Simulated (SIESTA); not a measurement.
# Input and output of a self-consistent single point for Zr4Al3 (P6/mmm, 7 atoms in the cell) (SIESTA)

Level of theory: LDA PW92, numerical atomic orbitals DZP, PseudoDojo LDA standard norm-conserving potentials (rewritten from UPF to PSML) (SIESTA 5.4.2).

This input was run:

```
# files in the folder: Zr.psml Al.psml (PseudoDojo LDA standard)
SystemName  Zr4Al3
SystemLabel Zr4Al3

NumberOfAtoms                7
NumberOfSpecies              2
%block ChemicalSpeciesLabel
  1 40 Zr
  2 13 Al
%endblock ChemicalSpeciesLabel
LatticeConstant              1.0 Bohr
%block LatticeVectors
    10.335038787    0.000000000    0.000000000
    -5.167518449    8.950406220    0.000000000
     0.000000000    0.000000000   10.259512103
%endblock LatticeVectors
AtomicCoordinatesFormat      ScaledCartesian
%block AtomicCoordinatesAndAtomicSpecies
     0.000000000    0.000000000    2.670858786  1
     0.000000000    0.000000000    7.588653317  1
    -0.000004538    5.966940464    5.129756052  1
     5.167524876    2.983465757    5.129756052  1
    -2.583759224    4.475203110    0.000000000  2
     5.167519394    0.000000000    0.000000000  2
     2.583760169    4.475203110    0.000000000  2
%endblock AtomicCoordinatesAndAtomicSpecies

XC.functional                LDA
XC.authors                   PW92
PAO.BasisSize                DZP
PAO.EnergyShift              0.01 Ry
MeshCutoff                   400 Ry
%block kgrid.MonkhorstPack
    5   0   0  0.0
    0   5   0  0.0
    0   0   4  0.0
%endblock kgrid.MonkhorstPack
OccupationFunction           FD
ElectronicTemperature        0.1 eV

MaxSCFIterations             150
SCF.Mixer.Method             Pulay
SCF.Mixer.Weight             0.25
SCF.Mixer.History            8
SCF.DM.Tolerance             1.0E-04
Diag.ParallelOverK           true
WriteForces                  true
```

Output (repeated stretches shortened):

```
reinit: Reading from file input.fdf

reinit: System Name: Zr4Al3
reinit: System Label: Zr4Al3

coor:   Atomic-coordinates input format  =     Cartesian coordinates
coor:                                          (in units of alat)

siesta: Atomic coordinates (Bohr) and species
siesta:      0.00000   0.00000   2.67086  1        1
siesta:      0.00000   0.00000   7.58865  1        2
siesta:     -0.00000   5.96694   5.12976  1        3
siesta:      5.16752   2.98347   5.12976  1        4
siesta:     -2.58376   4.47520   0.00000  2        5
siesta:      5.16752   0.00000   0.00000  2        6
siesta:      2.58376   4.47520   0.00000  2        7

siesta: System type = bulk

initatomlists: Number of atoms, orbitals, and projectors:      7   115   126

siesta: ******************** Simulation parameters ****************************
redata: Spin configuration                          = none
redata: Time-Reversal Symmetry                      = T
redata: Number of Atomic Species                    =        2
redata: Mesh Cutoff                                 =   400.0000 Ry
redata: Net charge of the system                    =     0.0000 |e|
redata: Min. number of SCF Iter                     =        0
redata: Max. number of SCF Iter                     =      150
redata: SCF convergence failure will abort job
redata: SCF mix quantity                            = Hamiltonian
redata: Mix DM or H after convergence               =   F
redata: Recompute H after scf cycle                 =   F
redata: Mix DM in first SCF step                    =   T
redata: No kicks to SCF
redata: DM Mixing Weight for Kicks                  =     0.5000
redata: Require Harris convergence for SCF          =   F
redata: Harris energy tolerance for SCF             =     0.000100 eV
redata: Require DM convergence for SCF              =   T
redata: DM tolerance for SCF                        =     0.000100
redata: Require EDM convergence for SCF             =   F
redata: EDM tolerance for SCF                       =     0.001000 eV
redata: Require H convergence for SCF               =   T
redata: Hamiltonian tolerance for SCF               =     0.001000 eV
redata: Require (free) Energy convergence for SCF   =   F
redata: (free) Energy tolerance for SCF             =     0.000100 eV
redata: Using DFT-D3 dispersion                     =   F
redata: Using Saved Data (generic)                  =   F
redata: Method of Calculation                       = Diagonalization
redata: Electronic Temperature                      =  1160.4518 K
redata: Number of TDED substeps                     =        3
redata: Dynamics option                             = Single-point calculation
redata: Save all siesta data in one NC              =   F
redata: ***********************************************************************

%block SCF.Mixers
  Pulay
%endblock SCF.Mixers

%block SCF.Mixer.Pulay
  # Mixing method
  method pulay
  variant stable

  # Mixing options
  weight 0.2500
  weight.linear 0.2500
  history 8
%endblock SCF.Mixer.Pulay

DM_history_depth set to one: no extrapolation allowed by default for geometry relaxation
Size of DM history Fstack: 1
Total number of electrons:    57.000000
Total ionic charge:    57.000000

* ProcessorY, Blocksize:    1  64

* Orbital distribution balance (max,min):   115   115

k-point displ. along   3 input, could be:     0.00    0.50
 Kpoints in:           60 . Kpoints trimmed:           53

siesta: k-grid: Number of k-points = 53
siesta: k-points from Monkhorst-Pack grid
siesta: k-cutoff (effective) =    10.858 Ang
siesta: k-point supercell and displacements
siesta: k-grid:     5     0     0      0.000
siesta: k-grid:     0     5     0      0.000
siesta: k-grid:     0     0     4      0.000

diag: Algorithm                                     = D&C
diag: Parallel over k                               =   F
diag: Use parallel 2D distribution                  =   F
diag: Parallel block-size                           = 64
diag: Parallel distribution                         =     1 x     1
diag: Used triangular part                          = Lower
diag: Absolute tolerance                            =  0.100E-15
diag: Orthogonalization factor                      =  0.100E-05
diag: Memory factor                                 =  1.0000

superc: Internal auxiliary supercell:     5 x     5 x     5  =     125
superc: Number of atoms, orbitals, and projectors:    875  14375  15750

                        Single-point calculation

superc: Internal auxiliary supercell:     5 x     5 x     5  =     125
superc: Number of atoms, orbitals, and projectors:    875  14375  15750

outcell: Unit cell vectors (Ang):
        5.469067    0.000000    0.000000
       -2.734533    4.736351    0.000000
        0.000000    0.000000    5.429100

outcell: Cell vector modules (Ang)   :    5.469067    5.469067    5.429100
outcell: Cell angles (23,13,12) (deg):     90.0000     90.0000    120.0000
outcell: Cell volume (Ang**3)        :    140.6323
new_DM -- step:     1
Initializing Density Matrix...

Attempting to read DM from file... Failed...
DM filled with atomic data:

InitMesh: MESH = 60 x 60 x 72 = 259200
InitMesh: Mesh cutoff (required, used) =   400.000   443.524 Ry

stepf: Fermi-Dirac step function

        iscf     Eharris(eV)        E_KS(eV)     FreeEng(eV)     dDmax    Ef(eV) dHmax(eV)
   scf:    1    -5676.362435    -5707.353054    -5707.453625  1.676106 -5.176015  6.571434
   scf:    2    -5708.658928    -5709.202968    -5709.347656  0.115959 -5.387162  3.084445
   scf:    3    -5709.775935    -5709.734289    -5709.853180  0.071657 -5.440112  1.669842
   scf:    4    -5710.012303    -5709.914245    -5710.045026  0.046054 -5.511243  0.602234
   scf:    5    -5709.962125    -5709.944283    -5710.078035  0.024319 -5.547587  0.063909
   scf:    6    -5709.943512    -5709.944258    -5710.080139  0.006123 -5.552119  0.009060
   scf:    7    -5709.942531    -5709.943422    -5710.080200  0.002335 -5.553518  0.011601
   scf:    8    -5709.943964    -5709.943700    -5710.080225  0.000396 -5.553452  0.001317
   scf:    9    -5709.943795    -5709.943748    -5710.080225  0.000168 -5.553747  0.002075
   scf:   10    -5709.943805    -5709.943777    -5710.080225  0.000058 -5.553730  0.001002
   scf:   11    -5709.943727    -5709.943752    -5710.080225  0.000042 -5.553738  0.000759

SCF Convergence by DM+H criterion
max |DM_out - DM_in|         :     0.0000415064
max |H_out - H_in|      (eV) :     0.0007592592
SCF cycle converged after 11 iterations

Using DM_out to compute the final energy and forces

siesta: E_KS(eV) =            -5709.9438

siesta: E_KS - E_eggbox =     -5709.9438

siesta: Atomic forces (eV/Ang):
     1    0.000000   -0.000000    0.000306
     2    0.000000   -0.000000   -0.000306
     3    0.000034   -0.000020   -0.000000
     4   -0.000034    0.000020   -0.000000
     5    0.000000    0.000000    0.000000
     6    0.000000   -0.000000   -0.000000
     7   -0.000000    0.000000    0.000000
   Tot   -0.000000   -0.000000   -0.000000
   Max    0.000306
   Res    0.000095    sqrt( Sum f_i^2 / 3N )
   Max    0.000306    constrained

Stress tensor Voigt[x,y,z,yz,xz,xy] (kbar):       73.29       73.29       79.43        0.00        0.00       -0.00
(Free)E + p*V (eV/cell)    -5716.6930
Target enthalpy (eV/cell)    -5710.0802

siesta: Program's energy decomposition (eV):
siesta: Ebs     =     -1400.853057
siesta: Eions   =      9085.189630
siesta: Ena     =      2226.273526
siesta: Ekin    =      1635.692260
siesta: Enl     =       600.346461
siesta: Eso     =         0.000000
siesta: Edftu   =         0.000000
siesta: DEna    =        86.994588
siesta: DUscf   =         1.898047
siesta: DUext   =         0.000000
siesta: Ex      =     -1053.493941
siesta: Ec      =      -122.465063
siesta: Exc     =     -1175.959004
siesta: Eharris =     -5709.943727
siesta: Etot    =     -5709.943752
siesta: FreeEng =     -5710.080225

siesta: Stress tensor (static) (eV/Ang**3):
siesta:     0.045744   -0.000001    0.000000
siesta:    -0.000001    0.045743    0.000000
siesta:     0.000000    0.000000    0.049578

siesta: Cell volume =        140.632263 Ang**3

siesta: Pressure (static):
siesta:                Solid            Molecule  Units
siesta:          -0.00051213         -0.00051211  Ry/Bohr**3
siesta:          -0.04702167         -0.04701949  eV/Ang**3
siesta:         -75.33701515        -75.33352219  kBar
```

The run converged in 11 iterations.

The starting cell comes from a database of computed structures (which also holds hypothetical and non-ambient phases and stackings), without a prior relaxation at this level. Its lattice was rescaled by a random factor within 2.5 % of one. Values carry the incompleteness of an atom-centred basis. With a pressure of about -8 GPa the cell is away from its equilibrium volume at this level.

Cost on one core of a shared machine: roughly 3 min.
